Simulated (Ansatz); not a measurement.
Terminations of the (111) surface of fcc Pt, measured from the surface 'clean 1x1'. Atoms come from or go to: Ag: fcc Ag, Al: fcc Al, Au: fcc Au, Bi: rhombohedral Bi, Ga: alpha gallium, In: tetragonal indium, Mn: fcc-type Mn, layered antiferromagnet, Pt: fcc Pt, S: ⅛ S8(g), Sn: beta tin, Ti: hcp Ti. ΔE is the energy of forming the row's surface from that one (negative: more stable at these reservoirs); the vacuum level's shift is aligned on the shared bottom. No zero-point or thermal terms. These are constructed structures in small cells; real faces may alloy, dewet or reconstruct in larger ones, and not all known structures of the face are among them. Slabs of about 11 Å with all that they carry, Fermi-Dirac smearing of 0.1 eV. Bottom of the slabs: a bare face, its two planes held. Relaxed from the named starts with such symmetry as they have, on meshes of like density; energies extrapolated to zero smearing; no spin-orbit coupling, no U. Spin-polarised runs, if any, are marked in brackets, and their order is one that fits the cell; the others ran without spin. A dash marks a value that is undefined for that row (no clear gap, or no work function of a gapped slab) or was not read reliably on its mesh.

Method: PBE (plane waves to 420 eV, PAW; Ansatz, a quantum-chemistry and plane-wave program).

```
surface                                                                               atoms added per 1x1  ΔE per 1x1 (eV)  shift of the vacuum level (eV)  work function (eV)
-----------------------------------------------------------------------------------  --------------------  ---------------  ------------------------------  ------------------
a pseudomorphic layer of Al in the host's stacking                                                  +1 Al            -1.01                           -1.12                4.56
a layer of Sn in place of the second plane                                                   -1 Pt, +1 Sn             0.40                            0.02                5.70
p(2x2) layer of Bi, one a cell, on the site that continues the host's stacking                   +0.25 Bi            -0.41                           -1.94                3.74
a layer of Ti in place of the second plane                                                   -1 Pt, +1 Ti                …                           -1.14                4.57
a layer of Ag in place of the second plane                                                   +1 Ag, -1 Pt            -0.17                            0.13                5.81
a layer of In in place of the second plane                                                   +1 In, -1 Pt             0.00                           -0.29                5.41
(√3x√3)R30° layer of S, one a cell, on the site that continues the host's stacking               +0.333 S            -0.61                           -0.66                5.03
p(2x2), one Pt site of the top plane empty                                                       -0.25 Pt             0.27                           -0.25                5.44
(√3x√3)R30° surface alloy, Mn on one Pt site of the top plane [spin, 4.1 μB a cell]  +0.333 Mn, -0.333 Pt            -0.26                           -0.46                5.24
a layer of Au in place of the second plane                                                   +1 Au, -1 Pt             0.03                            0.14                5.83
a layer of Au in place of the third plane                                                    +1 Au, -1 Pt                …                            0.06                5.75
(√3x√3)R30° layer of Ga, one a cell, on the site that continues the host's stacking             +0.333 Ga                …                           -1.20                4.48
```

Task: Fill in the missing entries.

Result: 
- a layer of Ti in place of the second plane, ΔE per 1x1 (eV): -2.03
- a layer of Au in place of the third plane, ΔE per 1x1 (eV): 0.16
- (√3x√3)R30° layer of Ga, one a cell, on the site that continues the host's stacking, ΔE per 1x1 (eV): -0.43
